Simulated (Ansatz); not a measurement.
## Pressure series in MgI2

The reference is MgI2 in the CdI2 type structure (space group P-3m1, No. 164; a = 4.124 Å, c = 6.831 Å; layered, stacked along the Cartesian z axis).

Cell and atoms are relaxed at each pressure.

Calculations: plane-wave PAW DFT at the PBE-D3(BJ) level (Ansatz, a first-principles code, 420 eV), no spin-orbit coupling.

Two rows of this table had their results exchanged by mistake.

```
pressure          volume per atom (Å³)  shortest distance (Å)  band gap
----------------  --------------------  ---------------------  --------
pressure 0.3 GPa                 32.96                  2.906   3.49 eV
pressure 0.7 GPa                 32.32                  2.897   3.45 eV
pressure 1.5 GPa                 31.29                  2.881   3.40 eV
pressure 3 GPa                   29.84                  2.855   3.34 eV
pressure 5 GPa                   25.99                  2.767   2.93 eV
pressure 7.5 GPa                 27.06                  2.794   3.07 eV
pressure 10 GPa                  28.41                  2.825   3.23 eV
```

Which two?

The rows for pressure 5 GPa and pressure 10 GPa: the volume has to fall steadily with pressure, so 28.41 Å³ belongs to pressure 5 GPa and 25.99 Å³ to pressure 10 GPa.

Spin-orbit coupling, missing from the scalar runs, can matter with I. Load acts through the strain it causes; cell and atoms are relaxed under it. Whether these cells are dynamically stable was not tested. Competing high-pressure phases were not computed.
